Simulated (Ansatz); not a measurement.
Results of r²SCAN in Ansatz (PAW) for α-phase CO.

Settings: plane-wave cutoff 560 eV, 6×6×6 k mesh, Fermi–Dirac smearing 0.01 eV, scalar-relativistic PAW data made under PBE.

Computed at the level's own relaxed cell.

```xyz
8
Lattice="5.7098 0.0000 0.0000 0.0000 5.7098 0.0000 0.0000 0.0000 5.7098" Properties=species:S:1:pos:R:3 pbc="T T T"
C      5.5147     5.5147     5.5147
C      2.6598     3.0499     0.1951
C      0.1951     2.6598     3.0499
C      3.0499     0.1951     2.6598
O      0.4552     0.4552     0.4552
O      3.3101     2.3997     5.2546
O      5.2546     3.3101     2.3997
O      2.3997     5.2546     3.3101
```

### Question
List the 26 lowest band energies at Γ above −25 eV (eV, relative to the valence band maximum), grouping those that round alike.

### Answer
At Γ: -21.62, -21.57 (×3), -5.66 (×3), -5.48, -3.16 (×3), -2.96 (×2), -2.83 (×3), -1.06, -0.03 (×3), 7.01 (×3), 7.64 (×3).

Note: the cell comes from a level without a dispersion term, which matters for the spacing of layers, chains or molecules.

Ansatz is a first-principles code.
